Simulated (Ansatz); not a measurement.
Base system: BeS in the zinc blende structure (space group F-43m, No. 216; a = 4.838 Å). Axes: x, y, z lie along the cube axes.

It is then changed as follows: the symmetric strain tensor [-0.0022 -0.0133 0.0045; -0.0133 -0.0067 0.0095; 0.0045 0.0095 -0.0168]; the atoms relax in the strained cell.

Levels (all Ansatz, an electronic-structure program, PAW): PBEsol (420 eV, no spin-orbit coupling); r2SCAN (500 eV, no spin-orbit coupling); HSE06 (420 eV, no spin-orbit coupling).

At the geometry relaxed with PBEsol, these levels gave the following band gaps, in shuffled order: (a) 3.22 eV, (b) 2.60 eV, (c) 3.72 eV.

### Question
Match each gap to its level.

### Answer
(a) r2SCAN; (b) PBEsol; (c) HSE06.

Single points use the geometry relaxed with PBEsol. HSE06 gaps are upper bounds (no full band path). Stability against distortions was not tested.
